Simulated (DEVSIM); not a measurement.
Device: Ni/SiO2/p-Si capacitor, at 250 K.

| layer (left to right) | material | thickness (nm) | Na (cm⁻³) |
|---|---|---|---|
| 1 | SiO2 | 1.40 | - |
| 2 | Si | 16000 | 1.3e15 |

Metal gate on the left, work function 5.1 eV. Fixed charge at the semiconductor interface 3.3e10 cm⁻² (in units of +e); interface traps 6.8e11 cm⁻² eV⁻¹, uniform in energy, neutral level at 0.5 of the gap above the valence band.

The device is made up for the run: typed textbook-type constants, with dimensions and the other settings drawn at random. Values at 300 K; Nc and Nv go as T^1.5, mobilities as T to minus their exponent, the gap by Varshni's rule with the affinity fixed.

| parameter | SiO2 | Si |
|---|---|---|
| gap (eV) | 9 | 1.124 |
| affinity (eV) | 0.9 | 4.05 |
| permittivity | 3.9 | 11.7 |
| Nc (cm⁻³) | - | 2.86e19 |
| Nv (cm⁻³) | - | 3.1e19 |
| Varshni α (eV/K) | - | 0.000473 |
| Varshni β (K) | - | 636 |

DEVSIM, 1D Poisson equation in equilibrium, Boltzmann statistics, complete ionisation; no quantum confinement or tunnelling. Metal contacts follow the ideal Schottky-Mott rule: no Fermi-level pinning, no interface dipoles.

The fixed charge was swept, all else fixed.

| fixed charge (cm^-2) | flat-band voltage (V) | threshold voltage (band bending 2φF) (V) |
|---|---|---|
| -5.37e12 | 0.46 | 1.21 |
| -2.67e12 | 0.28 | 1.04 |
| 3.3e10 | 0.11 | 0.86 |
| 2.73e12 | -0.07 | [?] |
| 5.43e12 | -0.24 | 0.51 |

Q: Fill in the missing entries.

A: 
- 2.73e12, threshold voltage (band bending 2φF) (V): 0.69
